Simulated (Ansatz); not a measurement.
MgS (Fm-3m), PBEsol, rigid bands (Ansatz, a first-principles code): N_c = 1.69e19 cm⁻³ at 300 K and an electron conductivity mass of 0.353 mₑ.

Problem. For 1e17 electrons per cm³ at 300 K, place the Fermi level, estimate the Seebeck coefficient of a parabolic band with constant τ, and give mobility and conductivity for τ = 5 fs.

Solution. The level lies k_BT ln(N_c/n) = 0.133 eV below the conduction-band minimum. S ≈ −(k_B/e)[ln(N_c/n) + 5/2] = -657 μV/K, against -653 μV/K from the full bands (mean over directions). μ = eτ/m = 24.9 cm²/(V·s) and σ = neμ = 0.399 S/cm. τ is assumed, not computed.

Band transport and this doping are assumed; polarons and phonon drag are left out. Spin-orbit coupling is left out.
